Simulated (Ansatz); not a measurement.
**Ga₂AsP (R3m, No. 160, 4 atoms in the cell; start mp-1224789)**

All values below come from HSE06 (plane waves, PAW; Ansatz, a program for electronic structure).

Run with plane-wave cutoff 500 eV, 6×6×6 k mesh, gaussian smearing 0.02 eV, scalar-relativistic PAW data made under PBE.

Cell (relaxed at this level):

```cif
data_AsGa2P
_chemical_formula_sum 'Ga2 P1 As1'
_space_group_name_H-M_alt 'P 1'
_space_group_IT_number 1
_cell_length_a 6.82533
_cell_length_b 6.82533
_cell_length_c 6.82533
_cell_angle_alpha 33.561
_cell_angle_beta 33.561
_cell_angle_gamma 33.561
loop_
_space_group_symop_operation_xyz
  'x, y, z'
loop_
_atom_site_label
_atom_site_type_symbol
_atom_site_fract_x
_atom_site_fract_y
_atom_site_fract_z
_atom_site_occupancy
Ga1 Ga 0.99758 0.99758 0.99758 1
Ga2 Ga 0.50247 0.50247 0.50247 1
P1 P 0.62508 0.62508 0.62508 1
As1 As 0.12487 0.12487 0.12487 1
```

* **band gap**: 1.81 eV (on the SCF k mesh)

Note: the relaxation could not lower the start's symmetry, so the cell can be a saddle point above a distorted one.

Spin–orbit coupling is not included.

Computed values are for the static lattice.

The result took very roughly 26 core-minutes.

A start named mp-… is a Materials Project structure, which need not be a measured phase.
